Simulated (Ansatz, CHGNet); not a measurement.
## Si (diamond structure), cut as [100] wire, round, centred on atom, 1.00 nm across, dimers on {100} faces where they fit, ended by OH

The machine-learned potential CHGNet 0.3.0 relaxed the atoms in the cell cut from the PBE crystal; PBE (Ansatz, an electronic-structure program, plane waves, PAW) relaxed them on. Scalar-relativistic, no spin-orbit coupling.

How far does the machine-learned geometry lie from the PBE one?

The atoms moved by 0.458 Å root mean square and 1.436 Å at most. On the PBE geometry, where PBE's forces have fallen to 0.003 eV/Å root mean square, CHGNet's differ from them by 0.138 eV/Å.
